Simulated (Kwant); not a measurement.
Kwant, Hückel tight-binding model, one pz orbital an atom, one spin, coherent transport at 0 K. Conductance is in e²/h.

Model system: π system c1ccc2c(c1)[nH]c1ccccc12 between two chain leads. The π system is taken as planar. Atoms are numbered from 0 in the order of the SMILES. Site energies (eV, carbon 0): [0.0, 0.0, 0.0, 0.0, 0.0, 0.0, -3.6, 0.0, 0.0, 0.0, 0.0, 0.0, 0.0]. Bonds (i, j, β in eV): (0,1,-2.4) (1,2,-2.4) (2,3,-2.4) (3,4,-2.4) (4,5,-2.4) (4,6,-1.92) (6,7,-1.92) (7,8,-2.4) (8,9,-2.4) (9,10,-2.4) (10,11,-2.4) (11,12,-2.4) (5,0,-2.4) (12,7,-2.4) (12,3,-2.4). Leads: chains of hopping −3.6 eV, joined by −1.2 eV to atoms 1 and 10.

Site energies and bond integrals are typed Hückel values.

Sweep values stay those of the base run.

One input was changed, with this effect: transmission at E = 0 0.00086 → 0.0058.

Q: Which change was it?
A. contacts moved from atoms [1, 10] to [1, 5]
B. contacts moved from atoms [1, 10] to [1, 11]
C. contacts moved from atoms [1, 10] to [0, 10]
D. contacts moved from atoms [1, 10] to [1, 8]
E. contacts moved from atoms [1, 10] to [2, 11]
F. contacts moved from atoms [1, 10] to [1, 2]

A: E, contacts moved from atoms [1, 10] to [2, 11]
